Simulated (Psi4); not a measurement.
Psi4 1.11, PBE0/def2-svp: V(O)(OH)2(NH2) ([NH2][V](=[O])([OH])[OH]), 9 atoms. The geometry is a generated start, not checked to be a minimum at this level.

| Quantity | Result |
|---|---|
| task | energy |
| method | pbe0 |
| basis | def2-svp |
| memory | 3 GB |
| maxiter | 100 |
| keys of the molecule block | symmetry c1 |
| scf_type | df (default) |
| e_convergence | 1e-06 (default) |
| d_convergence | 1e-06 (default) |
| dft_radial_points | 75 (default) |
| dft_spherical_points | 302 (default) |
| basis functions | 107 |
| grid points | 195355 |

```xyz
9

V      0.3420     0.2202    -0.1046
O      1.5197    -0.3572    -0.8578
O      0.7035     0.6189     1.4400
H      1.3290     0.7192     2.1575
O     -0.4717     1.3695    -0.9314
H     -0.6444     1.9677    -1.6587
N     -0.6913    -1.2083    -0.0501
H     -0.4892    -2.1348    -0.4126
H     -1.5976    -1.1950     0.4176
```

Charge 0 and multiplicity 1 are set for this test and not shown to be the ground state.

With the defaults (diis = true, scf_initial_accelerator = adiis, damping_percentage = 0, diis_max_vecs = 10, soscf = false, soscf_start_convergence = 0.01, guess = auto, which took SAD) it converges in 11 SCF iterations. One run each on 2 threads, with these changes:
- diis_max_vecs = 3
- guess = sadno
- damping_percentage = 20
- soscf = true, soscf_start_convergence = 0.1
- scf_initial_accelerator = ediis
- guess = core
- guess = huckel
- soscf = true
- diis = false, scf_initial_accelerator = none, damping_percentage = 60

### Question
Which of these changes keep the SCF from converging, or lead it to another solution?

### Answer
No convergence: diis = false, scf_initial_accelerator = none, damping_percentage = 60 (the run ends without SCF convergence in 100 iterations). The rest reach the solution of the defaults.

```json
[
 {"setting": "soscf = true, soscf_start_convergence = 0.1", "SCF iterations": "7", "JK calls": "28", "end": "same solution"},
 {"setting": "soscf = true", "SCF iterations": "8", "JK calls": "29", "end": "same solution"},
 {"setting": "the defaults", "SCF iterations": "11", "JK calls": "12", "end": "same solution"},
 {"setting": "scf_initial_accelerator = ediis", "SCF iterations": "11", "JK calls": "12", "end": "same solution"},
 {"setting": "guess = huckel", "SCF iterations": "12", "JK calls": "36", "end": "same solution"},
 {"setting": "guess = sadno", "SCF iterations": "12", "JK calls": "12", "end": "same solution"},
 {"setting": "guess = core", "SCF iterations": "15", "JK calls": "15", "end": "same solution"},
 {"setting": "damping_percentage = 20", "SCF iterations": "20", "JK calls": "21", "end": "same solution"},
 {"setting": "diis_max_vecs = 3", "SCF iterations": "56", "JK calls": "57", "end": "same solution"},
 {"setting": "diis = false, scf_initial_accelerator = none, damping_percentage = 60", "SCF iterations": "100", "JK calls": "101", "end": "no convergence"}
]
```

An SOSCF iteration holds several JK calls; a Hückel guess adds calls on atoms. 1 further run of the study ended by our limits or in an error and is left out.
